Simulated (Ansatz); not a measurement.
Take InSb in the zinc blende structure (space group F-43m, No. 216) as the base.

```yaml
crystal:
  lattice:
    - [0.00000, 3.31757, 3.31757]
    - [3.31757, 0.00000, 3.31757]
    - [3.31757, 3.31757, 0.00000]
  atoms:
    - { symbol: In, position: [0.00000, 0.00000, 0.00000] }
    - { symbol: Sb, position: [0.25000, 0.25000, 0.25000] }
```

The values are results of PBE (Ansatz, an electronic-structure program), spin-orbit coupling left out, not measurements.

One change was made to it. Results:

The density goes up by 0.28 g/cm³ (5.38 g/cm³ → 5.66 g/cm³); the shortest interatomic distance falls by 0.048 Å to 2.825 Å.

**Question.** Name the change that was made.
(A) pressure 9 GPa
(B) pressure 30 GPa
(C) pressure 2.1 GPa
(D) pressure −2 GPa

**Answer.** C, pressure 2.1 GPa. For comparison, the density in the other runs: pressure 30 GPa gives 7.64 g/cm³; pressure 9 GPa gives 6.34 g/cm³; pressure −2 GPa gives 5.05 g/cm³.

Load acts through the strain it causes; cell and atoms are relaxed under it. Whether these cells are dynamically stable was not tested. Tetrahedral semiconductors of this kind turn to denser phases somewhere between about 1 and 50 GPa; those were not computed, so compressed cells here can lie past the real transition. All final runs are without spin polarisation.
